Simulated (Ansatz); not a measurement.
Start from Ir in the fcc (Cu type) structure (space group Fm-3m, No. 225; a = 3.8713 Å; relaxed with 0.1 eV smearing).

The values are results of DFT with PBE, PAW potentials and a 420 eV plane-wave cutoff in Ansatz (a quantum-chemistry and plane-wave program), spin-orbit coupling left out, earlier PAW set, not measurements.

For the base:

| Quantity | Result |
|---|---|
| Pressure | 0.0 GPa |

It is then changed as follows: every lattice vector is stretched by 3.48 %, atoms relaxed at fixed cell.

Task: How does this affect the energy relative to the base?

Result: The energy rises by 148 meV/atom.

Task: What does the calculation give for the pressure after the change?

Result: The pressure goes from zero to -27.3 GPa.

The cells carry an imposed strain or load. No phonon test of stability was made. The final runs are not spin-polarised.
